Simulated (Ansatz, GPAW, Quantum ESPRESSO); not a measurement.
# Mg6NbZn (P1, 8 atoms in the cell) computed with different codes at matched settings

Self-consistent single point, at a second geometry (atoms moved at random). First geometry:

```
CELL_PARAMETERS angstrom
      4.90911     0.00000     0.00000
      0.00000     3.04662     5.43663
      0.00000    -3.04662     5.43663
ATOMIC_POSITIONS crystal
  Mg 0.50000 0.67183 0.16679
  Mg 0.50000 0.16679 0.67183
  Mg 0.00000 0.83029 0.34263
  Mg 0.00000 0.34263 0.83029
  Mg 0.00000 0.32782 0.32782
  Mg 0.00000 0.82557 0.82557
  Nb 0.50000 0.66991 0.66991
  Zn 0.50000 0.16516 0.16516
```

Second geometry:
```xyz
8
Lattice="4.9091 0.0000 0.0000 0.0000 3.0466 5.4366 0.0000 -3.0466 5.4366" Properties=species:S:1:pos:R:3 pbc="T T T"
Mg     2.4828     1.5850     4.5182
Mg     2.3751    -1.5671     4.5899
Mg    -0.0364     1.5102     6.4234
Mg    -0.0319    -1.5537     6.3318
Mg    -0.0030    -0.0122     3.5304
Mg     0.0642    -0.0196     9.0100
Nb     2.4664    -0.0047     7.2456
Zn     2.5011     0.0622     1.8437
```

Shared settings, as Ansatz (an electronic-structure program) writes them: kpoints.mp_grid.grid = 3 3 3; scf.occupations.method = gaussian; scf.occupations.width = 0.05 eV. Potentials and cutoffs stand in the table.

```json
[
 {"code": "Ansatz", "model": "LDA (PW92), PAW files made with PBE", "ΔF from the first geometry (meV/atom)": "12.2", "pressure (GPa)": "-3.78", "largest force (eV/Å)": "0.523", "cutoff": "default"},
 {"code": "GPAW", "model": "LDA (Perdew-Wang 92), GPAW PAW datasets LDA (gpaw-data 1.0.1)", "ΔF from the first geometry (meV/atom)": "12.2", "pressure (GPa)": "-3.80", "largest force (eV/Å)": "0.525", "cutoff": "850 eV"},
 {"code": "Quantum ESPRESSO", "model": "LDA (PW92), PseudoDojo standard norm-conserving (LDA) pseudopotentials", "ΔF from the first geometry (meV/atom)": "12.1", "pressure (GPa)": "-3.71", "largest force (eV/Å)": "0.522", "cutoff": "85 Ry"}
]
```

Size of the force on each atom (eV/Å): Sizes of forces hide their directions.

```tsv
code	Mg1	Mg2	Mg3	Mg4	Mg5	Mg6	Nb7	Zn8
Ansatz	0.298	0.436	0.390	0.499	0.075	0.523	0.331	0.168
GPAW	0.297	0.436	0.391	0.502	0.075	0.525	0.331	0.167
Quantum ESPRESSO	0.299	0.437	0.388	0.498	0.075	0.522	0.331	0.167
```

On Ansatz's run: spin polarisation is off.

The spread over the programs that give each value: ΔF from the first geometry within 0.1 meV/atom; pressure within 0.09 GPa; largest force within 0.003 eV/Å.

Ansatz's pressure is given at a fixed set of plane waves, as the other plane-wave codes print theirs.

The shared mesh is coarse (it stands for a supercell whose shortest vector is 15 Å), so the values are not converged in it.

The starting cell comes from a database of computed structures (which also holds hypothetical and non-ambient phases and stackings), without a prior relaxation at this level. For this run, on top of that: atoms moved at random.

Left out of this page: CP2K (unsound by tests on forces, stress, charge or solver warnings); Elk (not drawn, or without a comparable value).

Keys are those of Ansatz 0.2.
